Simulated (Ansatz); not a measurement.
The reference is BeS in the zinc blende structure (space group F-43m, No. 216; a = 4.8683 Å). Axes: x, y, z lie along the cube axes.

Computed with r2SCAN (Ansatz, a program for electronic structure; PAW; 500 eV plane waves; no SOC), earlier PAW set.

For the base:

| Property | Result |
|---|---|
| Band gap | 3.59 eV |

It is then changed as follows: uniaxial stress, 8 GPa compression along z; all other stress components relax to zero.

Q: How does this affect the band gap and hole mass?

A: The band gap drops by 0.80 eV, from 3.59 eV to 2.79 eV; the hole mass amounts to 0.35 mₑ along z, 0.52 mₑ across (at Γ).

Load acts through the strain it causes; cell and atoms are relaxed under it. Effective masses come from finite differences of ±0.01 Å⁻¹. Beyond what the load breaks, stability against distortions was not tested.
